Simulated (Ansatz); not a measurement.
Here is the system:

```
ZnSe
1.0
    0.00000     2.83273     2.83273
    2.83273     0.00000     2.83273
    2.83273     2.83273     0.00000
Se Zn
1 1
Direct
  0.75000   0.75000   0.75000
  0.00000   0.00000   0.00000
```

A single point on ZnS with a change (S → Se), its geometry relaxed with r2SCAN.

The values are results of HSE06 (Ansatz, a first-principles code, PAW, with spin-orbit coupling), not measurements. Γ-centred 6×6×6 mesh, Fermi–Dirac width 0.01 eV.

What valence-band top at Γ (three highest Kramers pairs, from the VBM) does the calculation give?

0.00, 0.00, -0.43 eV.

What is the computed band gap?

2.28 eV.

Single points use the geometry relaxed with r2SCAN. No phonon test of stability was made. The cell was made from ZnS by this change: S → Se.
